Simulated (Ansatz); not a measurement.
Reference: AlP (F-43m), PBEsol, rigid bands (plane waves, PAW, scalar-relativistic; Ansatz, an electronic-structure program); geometry: cell and atoms relaxed with PBEsol.

Space group F-43m (No. 216); a = b = c = 5.471 Å, α = β = γ = 90.00°

```tsv
atom	site	symmetry	x	y	z
Al	4a	-43m	0.0000	0.0000	0.0000
P	4c	-43m	0.2500	0.2500	0.2500
```
(The calculation used a cell of 2 atoms; values per cell refer to that cell.)

* **band gap**: 1.45 eV
* **electron conductivity mass**: 0.33 mₑ
* **Seebeck coefficient, n-type 1e19 cm⁻³**: -262 μV/K

Question: Swap P for As, keeping the structure type. How do these values move?

Answer: AlAs (F-43m): volume per atom 20.5 to 22.8 Å³; band gap falls (1.45 eV to 1.34 eV); electron conductivity mass stays about the same (0.33 mₑ to 0.33 mₑ); Seebeck coefficient, n-type 1e19 cm⁻³ stays about the same (-262 μV/K to -263 μV/K).

Question: Replace Al by B on the same sites and relax. What happens?

Answer: BP (F-43m): volume per atom 20.5 to 11.5 Å³; band gap falls (1.45 eV to 1.11 eV); electron conductivity mass stays about the same (0.33 mₑ to 0.33 mₑ); Seebeck coefficient, n-type 1e19 cm⁻³ rises in size (-262 μV/K to -336 μV/K).

Question: Swap Al for In, keeping the structure type. How do these values move?

Answer: InP (F-43m): volume per atom 20.5 to 25.4 Å³; band gap falls (1.45 eV to 0.57 eV); electron conductivity mass falls (0.33 mₑ to 0.056 mₑ); Seebeck coefficient, n-type 1e19 cm⁻³ falls in size (-262 μV/K to -43 μV/K).

Moves up to 5 % count as about the same. Masses are for dilute carriers at 300 K, harmonic means over directions unless an axis is named. Seebeck coefficients are for the stated density at 300 K, with one relaxation time for all states and whether or not that doping can be reached. Spin-orbit coupling is left out.
